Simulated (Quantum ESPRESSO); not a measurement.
Quantum ESPRESSO is run on Pb4SO8 (P-1, 26 atoms in the cell), and the run fails. The aim is a self-consistent single point with DFT, PBEsol, plane waves, GBRV 1.5 ultrasoft (PBESOL) pseudopotentials.

Cell that was meant: a = 6.0218 Å, b = 7.8075 Å, c = 10.2646 Å, α = 73.85°, β = 79.54°, γ = 87.23°.

Part of the input:

```fortran
 ecutwfc = 40
 ecutrho = 200
 occupations = 'smearing'
 smearing = mp
 degauss = 0.0073499
/
&ELECTRONS
```

Output, abridged:

```
     This program is part of the open-source Quantum ESPRESSO suite
     for quantum simulation of materials; please cite

 %%%%%%%%%%%%%%%%%%%%%%%%%%%%%%%%%%%%%%%%%%%%%%%%%%%%%%%%%%%%%%%%%%%%%%%%%%%%%%
     Error in routine  read_namelists (1):
      bad line in namelist &system: " degauss = 0.0073499" (error could be in the previous line)
 %%%%%%%%%%%%%%%%%%%%%%%%%%%%%%%%%%%%%%%%%%%%%%%%%%%%%%%%%%%%%%%%%%%%%%%%%%%%%%

     stopping ...
```

Question: From the messages shown, name the fault and mend the input.

Answer: The fault is a string without quotes in a namelist. Fortran namelists need character values in quotes. To fix it, quote the value. The program stopped before any SCF iteration.

An input that runs soundly differs in these lines (not the only fix; some lines may just follow from the change or write a value another way):
```diff
- smearing = mp
+ smearing = 'mp'
```

With that input, the run converged in 25 iterations: free energy E − TS -25503.3226 eV; Fermi level (on the code's own zero) 5.90 eV; pressure 1.62 GPa; largest force (vector length) 1.581 eV/Å (DFT, PBEsol, plane waves, GBRV 1.5 ultrasoft (PBESOL) pseudopotentials).

On the sound input: the starting cell comes from a database of computed structures (which also holds hypothetical and non-ambient phases and stackings), without a prior relaxation at this level. Its lattice was rescaled by a random factor within 2.5 % of one. Forces in this geometry exceed 1 eV/Å. The run gives no clean gap (levels at the Fermi energy touch, overlap or are partly filled at this smearing), which alone does not show that the compound is a metal. Without a gap this mesh is coarse (it stands for a supercell whose shortest vector is 18 Å).
